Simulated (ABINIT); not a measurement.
Input and output of a zone-centre phonon calculation for NbC (Fm-3m, 2 atoms in the cell) (ABINIT).

Computed with PBE, norm-conserving pseudopotentials (PseudoDojo nc-sr-05 PBE standard) (plane waves; ABINIT).

This input was run:

```
# NbC, PseudoDojo nc-sr-05 PBE standard
pp_dirpath "./"
pseudos "Nb.upf, C.upf"
acell 3*1.0 Angstrom
rprim
        -0.0000000000    2.2282950000    2.2282950000
         2.2282950000    0.0000000000    2.2282950000
         2.2282950000    2.2282950000    0.0000000000
natom 2
ntypat 2
znucl 41 6
typat 1 2
xred
         0.0000000000    0.0000000000    0.0000000000
         0.5000000000    0.5000000000    0.5000000000
ecut 41
occopt 3
tsmear 0.1 eV
nband 14
kptopt 1
ngkpt 10 10 10
nshiftk 1
shiftk 0 0 0
istwfk *1
nstep 100
tolvrs1 1.0e-16
ndtset 2
prtwf1 1
getwfk2 1
kptopt2 2
nqpt2 1
qpt2 0 0 0
tolvrs2 1.0e-09
rfphon2 1
asr 0
enunit 2
```

Log, with long lists cut:

```
--- !BeginCycle
solver: {iscf: 7, nstep: 100, nline: 4, wfoptalg: 0, }
tolerances: {tolvrs: 1.00E-16, }
...

     iter   Etot(hartree)      deltaE(h)  residm     vres2
 ETOT  1  -68.009279741995    -6.801E+01 1.567E-01 1.817E+03
 ETOT  2  -67.708494776875     3.008E-01 3.250E-02 3.489E+03
 ETOT  3  -68.348371353448    -6.399E-01 2.386E-02 7.758E+00
 ETOT  4  -68.349794294150    -1.423E-03 9.253E-03 3.437E+00
 ETOT  5  -68.349274853621     5.194E-04 9.364E-04 4.987E+00
   [... 4 lines left out ...]
 ETOT 10  -68.350282618920    -1.546E-10 3.975E-05 3.133E-08
 ETOT 11  -68.350282618925    -5.301E-12 4.802E-05 3.000E-12
 ETOT 12  -68.350282618925     7.105E-14 4.751E-05 2.437E-15
 ETOT 13  -68.350282618926    -1.009E-12 5.708E-05 5.652E-17
 At SCF step   13       vres2   =  5.65E-17 < tolvrs=  1.00E-16 =>converged.

 Cartesian components of stress tensor (hartree/bohr^3)
  sigma(1 1)= -2.07850291E-04  sigma(3 2)=  0.00000000E+00
  sigma(2 2)= -2.07850291E-04  sigma(3 1)=  0.00000000E+00
  sigma(3 3)= -2.07850291E-04  sigma(2 1)=  0.00000000E+00

 ----iterations are completed or convergence reached----

 reduced coordinates (array xred) for    2 atoms
       0.000000000000      0.000000000000      0.000000000000
       0.500000000000      0.500000000000      0.500000000000
 cartesian forces (eV/Angstrom) at end:
    1     -0.00000000000000    -0.00000000000000    -0.00000000000000
    2     -0.00000000000000    -0.00000000000000    -0.00000000000000
 frms,max,avg= 0.0000000E+00 0.0000000E+00   0.000E+00  0.000E+00  0.000E+00 e/A
   [... lines left out ...]
 Fermi (or HOMO) energy (hartree) =   0.56988   Average Vxc (hartree)=  -0.49513
 Fermi (or HOMO) energy (eV) =  15.50720   Average Vxc (eV)= -13.47329
total_energy        : -6.83502826189261E+01
-Cartesian components of stress tensor (GPa)         [Pressure=  6.1152E+00 GPa]
 Unit cell volume ucvol=  1.4932917E+02 bohr^3
   [... lines left out ...]
-  6.698643E+01
 Phonon frequencies in cm-1    :
-  6.447139E+00  6.447139E+00  6.447139E+00  5.402820E+02  5.402820E+02
-  5.402820E+02
 Phonon frequencies in Thz     :
-  1.932804E-01  1.932804E-01  1.932804E-01  1.619725E+01  1.619725E+01
-  1.619725E+01
 Phonon energies in Kelvin  :
-  9.275983E+00  9.275983E+00  9.275983E+00  7.773443E+02  7.773443E+02
-  7.773443E+02

 Calculation completed.
```

The run converged in 13 iterations. 

Summary of the result:
Free energy E − TS: -1859.91 eV
Fermi level (on the code's own zero): 15.51 eV
Pressure: 6.12 GPa
Zone-centre frequencies (cm⁻¹; negative means imaginary; no sum rule applied): 6, 6, 6, 540, 540, 540

The starting cell has typed, rounded lattice constants, without a prior relaxation at this level. Its lattice was rescaled by up to half a per cent. Spin polarisation is off. With a pressure of about 6 GPa the cell is away from its equilibrium volume at this level.

Cost on one core of a shared machine: roughly 4 min.
